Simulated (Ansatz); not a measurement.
An Ansatz (an electronic-structure program) run: TiTe2 with a change (uniaxial strain ε_xx = −1.04 %); PBEsol-D3(BJ) (Ansatz; PAW; 420 eV plane waves; scalar-relativistic without spin-orbit coupling).

Input:

Ansatz 0.2 input:
```yaml
crystal:
  lattice:
    - [3.5801283938, 0, 0]
    - [-1.7900641969, 3.1330660245, 0]
    - [0, 0, 6.2248306641]
  atoms:
    - { symbol: Ti, position: [0, 0, 0] }
    - { symbol: Te, position: [0.3333333333, 0.6666666667, 0.2778856316] }
    - { symbol: Te, position: [0.6666666667, 0.3333333333, 0.7221143684] }
basis: { ecutwfc: 420, ecutrho_ratio: 4, xc_grid: 2, fft_grid_basis: typed }
kpoints: { mp_grid: { grid: [15, 15, 8] } }
hamiltonian:
  xc: pbesol
  dispersion: d3bj
  pseudopotentials: { kind: paw }
scf: { occupations: { method: fermi_dirac, width: 0.05 }, convergence: { dr2_threshold: 0.0000000003 } }
relax: { f_tol: 0.005, max_steps: 50 }
output: { forces: true, stress: true }
checkpoint: { write: state.ck, write_every: 1000 }
```

Output (explanatory and most iteration lines left out):

```
Relaxation: its limit of steps is 50 (relax.max_steps)
Pseudopotential: Ti, paw, valence charge 12
Pseudopotential: Te, paw, valence charge 16
Crystal: 3 atoms, lattice volume = 69.823 Å³
Basis set: ecut = 420 eV, 1323 PW (Γ), exchange–correlation on 48×50×90 points (8 copies of the dense FFT grid, shifted against one another)
Bands: 27, of which v1, the nominal top of the filled ones, is band 22 counted from 1 (21 counted from 0)
Symmetry: 4 space group operations
Space group: C2/m (ITA 12), of the structure as read, at distance tolerance 4.1e-5 Å
k-points: 488 of 1800
Functional: x = pbesol(κ = 0.804, μ = 0.12345679012345678), c = pbesol(β = 0.046)
SCF iter   1: F=—  HF=-16280.636154 eV  |F-HF|=—  |Δ(HF+E_count)|=         —  Δρ=6.47e-3  dr2=4.41e-2  ethr=1.77e-3  ⟨swp⟩=6.0  Hψ=59015  notcnv=0
SCF iter   2: F=—  HF=-16280.630509 eV  |F-HF|=—  |Δ(HF+E_count)|=   5.64e-3  Δρ=3.33e-3  dr2=1.26e-2  ethr=1.00e-4  ⟨swp⟩=2.0  Hψ=19292  notcnv=0
SCF 1 converged in 9 iterations: F = -16280.628940 eV  dr2 = 9.46e-11
relax step   1: F+E_penalty+E_count = -16280.62894025 eV  Δ(F+E_penalty+E_count) = +0.000e0 eV  max|allowed force component| = 6.788e-2 eV/Å  Δτ_max = 0.0000 Å  (9 SCF iters, accepted)
Crystal: 3 atoms, lattice volume = 69.823 Å³
SCF iter   1: F=—  HF=-16280.627235 eV  |F-HF|=—  |Δ(HF+E_count)|=         —  Δρ=1.10e-3  dr2=9.69e-4  ethr=2.28e-6  ⟨swp⟩=2.0  Hψ=43445  notcnv=0
SCF iter   2: F=—  HF=-16280.627129 eV  |F-HF|=—  |Δ(HF+E_count)|=   1.06e-4  Δρ=6.43e-4  dr2=3.75e-4  ethr=2.20e-6  ⟨swp⟩=1.0  Hψ=13176  notcnv=0
SCF 2 converged in 8 iterations: F = -16280.627059 eV  dr2 = 5.58e-11
relax step   2: F+E_penalty+E_count = -16280.62705921 eV  Δ(F+E_penalty+E_count) = +1.881e-3 eV  max|allowed force component| = 1.661e-1 eV/Å  Δτ_max = 0.0205 Å  (8 SCF iters, rejected (line search))
Crystal: 3 atoms, lattice volume = 69.823 Å³
SCF iter   1: F=—  HF=-16280.629482 eV  |F-HF|=—  |Δ(HF+E_count)|=         —  Δρ=7.58e-4  dr2=4.58e-4  ethr=1.04e-5  ⟨swp⟩=3.0  Hψ=28154  notcnv=0
SCF iter   2: F=—  HF=-16280.629434 eV  |F-HF|=—  |Δ(HF+E_count)|=   4.79e-5  Δρ=4.41e-4  dr2=1.77e-4  ethr=1.04e-6  ⟨swp⟩=1.0  Hψ=17091  notcnv=0
SCF 3 converged in 8 iterations: F = -16280.629396 eV  dr2 = 2.97e-11
relax step   3: F+E_penalty+E_count = -16280.62939580 eV  Δ(F+E_penalty+E_count) = -4.555e-4 eV  max|allowed force component| = 2.938e-3 eV/Å  Δτ_max = 0.0065 Å  (8 SCF iters, accepted)
SCF converged after 8 iterations
Free energy (F): -16280.629396 eV
Internal energy: -16280.618083 eV  (E = F + TS)
E sigma→0 (E₀):  -16280.623739 eV
Entropy (-TS):   -0.011313 eV (-3.771 meV/atom)
Fermi energy:    12.484465 eV
  E_disp       = -1.624687  (pairwise vdW)
--- Forces (eV/Å), atoms counted from 1 ---
  atom   1  Ti    -0.00000000     0.00000000     0.00000000
  atom   2  Te    -0.00000000    -0.00293752    -0.00164045
  atom   3  Te     0.00000000     0.00293752     0.00164045
--- Stress (GPa, compression-positive) ---
        1.124429      -0.000000      -0.000000
       -0.000000       0.347941      -0.189384
       -0.000000      -0.189384       0.359054
  P = ⅓ Tr σ = 0.6105 GPa (6.105 kbar)
--- Relaxed structure (3 steps of the walk, 2 accepted, 0 SCFs on fresh bases) ---
  atoms:
    - { symbol: Ti, position: [-1.821184777577335e-35, 0.0, 0.0] }
    - { symbol: Te, position: [0.3327990408571172, 0.6655980817142345, 0.27878595265413] }
    - { symbol: Te, position: [0.6672009591428827, 0.33440191828576543, 0.7212140473458701] }
```

Without a gap, meshes like the base's 15×15×8 leave anisotropic stresses uncertain by several tenths of a GPa, and small strain energies with them. Stability against distortions was not tested. All final runs are without spin polarisation. The cell was made from TiTe2 in the CdI2 type structure (space group P-3m1, No. 164; layered, stacked along the Cartesian z axis) by this change: uniaxial strain ε_xx = −1.04 %.
